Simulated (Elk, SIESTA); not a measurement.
An Elk input for a self-consistent single point of AlAs (F-43m, 2 atoms in the cell) (DFT, PBE, all-electron FP-LAPW, Elk's shipped species files, APW+lo basis with extra local orbitals):

```
tasks
  0

xctype
  20

tforce
  .true.

rgkmax
  8.0

gmaxvr
  18.0

lmaxapw
  10

lmaxo
  8

nxlo
  2

lorbcnd
  .true.

lradstp
  2

nrmtscf
  2.0

lmaxi
  4

stype
  0

swidth
  0.0001

maxscl
  100

scale
  7.404293393

avec
    0.0000000000    0.7071067812    0.7071067812
    0.7071067812    0.0000000000    0.7071067812
    0.7071067812    0.7071067812    0.0000000000

sppath
  'species/'

atoms
  2
  'Al.in'
  1
  0.0000000000  0.0000000000  0.0000000000    0.0 0.0 0.0
  'As.in'
  1
  0.7500000000  0.7500000000  0.7500000000    0.0 0.0 0.0

ngridk
  10 10 10
```

Task: Give the SIESTA input for the same structure, mesh, smearing and functional.

Result: This is the input that was run; spellings and numerical settings could be chosen otherwise.

```
# files in the folder: Al.psml As.psml (PseudoDojo PBE standard)
SystemName  AlAs
SystemLabel AlAs

NumberOfAtoms                2
NumberOfSpecies              2
%block ChemicalSpeciesLabel
  1 13 Al
  2 33 As
%endblock ChemicalSpeciesLabel
LatticeConstant              3.918183 Ang
%block LatticeVectors
     0.000000000    0.707106840    0.707106840
     0.707106840    0.000000000    0.707106840
     0.707106840    0.707106840    0.000000000
%endblock LatticeVectors
AtomicCoordinatesFormat      Ang
%block AtomicCoordinatesAndAtomicSpecies
     0.000000000    0.000000000    0.000000000  1
     4.155861000    4.155861000    4.155861000  2
%endblock AtomicCoordinatesAndAtomicSpecies

XC.functional                GGA
XC.authors                   PBE
PAO.BasisSize                DZP
PAO.EnergyShift              0.01 Ry
MeshCutoff                   300 Ry
%block kgrid.MonkhorstPack
   10   0   0  0.0
    0  10   0  0.0
    0   0  10  0.0
%endblock kgrid.MonkhorstPack
OccupationFunction           FD
ElectronicTemperature        10 K

MaxSCFIterations             150
SCF.Mixer.Method             Broyden
SCF.Mixer.Weight             0.25
SCF.Mixer.History            6
SCF.DM.Tolerance             1.0E-05
Diag.ParallelOverK           true
WriteForces                  true
Charge.Mulliken              end
```

Basis settings and potentials, where a program has them, do not carry over. This input uses DFT, GGA PBE, numerical atomic orbitals DZP, PseudoDojo PBE standard norm-conserving potentials (rewritten from UPF to PSML). Both were run: gap on the mesh 1.325 eV in Elk and 1.478 in SIESTA.

On SIESTA: the starting cell comes from a database of computed structures (which also holds hypothetical and non-ambient phases and stackings), without a prior relaxation at this level. Its lattice was rescaled by a random factor within 2.5 % of one. For this run, on top of that: lattice scaled by 0.98. Values carry the incompleteness of an atom-centred basis. With a pressure of about 9 GPa the cell is away from its equilibrium volume at this level.

On Elk: the starting cell comes from a database of computed structures (which also holds hypothetical and non-ambient phases and stackings), without a prior relaxation at this level. Its lattice was rescaled by a random factor within 2.5 % of one. For this run, on top of that: lattice scaled by 0.98. Values depend on the basis (sphere radii, cutoffs, local orbitals), which need not be converged.
